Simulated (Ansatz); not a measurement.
# Response to strain in MoSi2

Consider MoSi₂ (space group I4/mmm, No. 139; a = 3.2168 Å, c = 7.8746 Å; relaxed with 0.1 eV smearing). Axes: x, y, z lie along a, b, c of the conventional cell.

Strains are applied to the cell and any free atomic positions relax; under biaxial strain the out-of-plane vector relaxes too.

Calculations: Ansatz (a program for electronic structure) PBE, no spin-orbit coupling.

Notes on the quantities. energy relative to the base: free energy F.

```json
[
 {"biaxial strain, plane normal [001], relaxed out of plane (%)": "0", "energy relative to the base (meV/atom)": "0.0"},
 {"biaxial strain, plane normal [001], relaxed out of plane (%)": "0.5", "energy relative to the base (meV/atom)": "1.0"},
 {"biaxial strain, plane normal [001], relaxed out of plane (%)": "1", "energy relative to the base (meV/atom)": "?"},
 {"biaxial strain, plane normal [001], relaxed out of plane (%)": "1.5", "energy relative to the base (meV/atom)": "8.6"},
 {"biaxial strain, plane normal [001], relaxed out of plane (%)": "2", "energy relative to the base (meV/atom)": "15.2"},
 {"biaxial strain, plane normal [001], relaxed out of plane (%)": "2.5", "energy relative to the base (meV/atom)": "23.4"},
 {"biaxial strain, plane normal [001], relaxed out of plane (%)": "3", "energy relative to the base (meV/atom)": "33.4"}
]
```

Task: Fit ΔE = Aε² + Bε³ (ε in %) to the rows shown and predict the withheld row.

Result: Least squares on the printed values gives A = 3.95 and B = -0.080 meV/atom (largest residual 0.0 meV/atom); this predicts 3.9 meV/atom, and the run gives 3.9 meV/atom, in agreement.

No phonon test of stability was made. All final runs are without spin polarisation.
